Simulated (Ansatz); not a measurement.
Terminations of the (111)B surface of zinc-blende ZnSe (Se plane on top), measured from the surface '2x2 with 2 H on 4 top atoms'. Atoms come from or go to: Al: fcc Al, Br: ½ Br2(g), Cl: ½ Cl2(g), H: ½ H2(g), N: ½ N2(g), O: ½ O2(g), Se: trigonal Se, Si: silicon, Zn: hcp Zn. ΔE is the energy of forming the row's surface from that one (negative: more stable at these reservoirs); the vacuum level's shift is aligned on the shared bottom. No zero-point or thermal terms. These are constructed structures in small cells; real faces may alloy, dewet or reconstruct in larger ones, and not all known structures of the face are among them. Slabs of about 14 Å with all that they carry, Fermi-Dirac smearing of 0.025 eV. Bottom of the slabs: H caps. Relaxed from the named starts with such symmetry as they have, on meshes of like density; energies extrapolated to zero smearing; no spin-orbit coupling, no U. Spin-polarised runs, if any, are marked in brackets, and their order is one that fits the cell; the others ran without spin. A dash marks a value that is undefined for that row (no clear gap, or no work function of a gapped slab) or was not read reliably on its mesh.

Level of theory: PBE (plane waves to 420 eV, PAW; Ansatz, an electronic-structure program).

```tsv
surface	atoms added per 1x1	ΔE per 1x1 (eV)	slab gap (eV)	shift of the vacuum level (eV)	work function (eV)
2x2 Al adatom at T4 [spin, 1.0 μB a cell]	+0.25 Al, -0.5 H	0.13	0.32	0.22	–
2x2 with 1 H on 4 top atoms [spin start, no net moment]	-0.25 H	0.21	–	0.84	6.09
Br on every top atom (like top atoms buckled by 0.8 Å)	+1 Br, -0.5 H	0.37	–	1.88	–
2x2 Si adatom at H3	-0.5 H, +0.25 Si	0.30	…	0.27	–
2x2 O adatom at H3 (2 O–Se, 1 O–Zn bonds formed; 2 Se–Zn bonds broke)	-0.5 H, +0.25 O	0.39	0.61	0.84	–
2x2 Zn adatom at T4	-0.5 H, +0.25 Zn	…	1.07	-0.05	–
2x2 Se vacancy	-0.5 H, -0.25 Se	0.31	1.72	0.93	–
2x2 cell from a buckled start	-0.5 H	0.46	–	1.47	6.58
2x2 Se adatom at T1	-0.5 H, +0.25 Se	0.49	–	0.60	5.87
Zn trimer, 2x2 (2 Se–Zn bonds formed; like top atoms buckled by 0.9 Å)	-0.5 H, +0.75 Zn	0.28	0.94	-0.24	–
Cl on every top atom (like top atoms buckled by 0.7 Å)	+1 Cl, -0.5 H	0.31	–	2.25	6.19
2x2 with 2 NH2 on 4 top atoms	+0.5 H, +0.5 N	0.05	…	-0.12	–
```

Q: What belongs in the gaps?

A: 
- 2x2 Si adatom at H3, slab gap (eV): 1.08
- 2x2 Zn adatom at T4, ΔE per 1x1 (eV): 0.09
- 2x2 with 2 NH2 on 4 top atoms, slab gap (eV): 1.60
